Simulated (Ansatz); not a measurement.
Structures of equal composition on the (000-1) surface of wurtzite CdS (S plane on top): 2x2 In adatom at H3; 2x2 In adatom at T4. The slabs share one bottom face, and each structure is named by its start. These are constructed structures in small cells; real faces may alloy, dewet or reconstruct in larger ones, and not all known structures of the face are among them. Slabs of about 14 Å with all that they carry, Fermi-Dirac smearing of 0.025 eV. Bottom of the slabs: H caps. Relaxed from the named starts with such symmetry as they have, on meshes of like density; energies extrapolated to zero smearing; no spin-orbit coupling, no U. Spin-polarised runs, if any, are marked in brackets, and their order is one that fits the cell; the others ran without spin. Where a second, spin-polarised start was run, the lower counts.

Host crystal: wurtzite CdS, with a band gap (PBE, scalar-relativistic without spin-orbit coupling).

Calculation: PBE (plane waves to 420 eV, PAW; Ansatz, a quantum-chemistry and plane-wave program).

Task: Order them by energy per 1x1 cell (lowest first) at the level PBE.

Result: 2x2 In adatom at H3 (0.000 eV [spin, 0.9 μB a cell], a narrow gap of 0.09 eV by band count), 2x2 In adatom at T4 (0.043 eV (3 In–S bonds formed) [spin, 1.0 μB a cell], a narrow gap of 0.22 eV by band count)
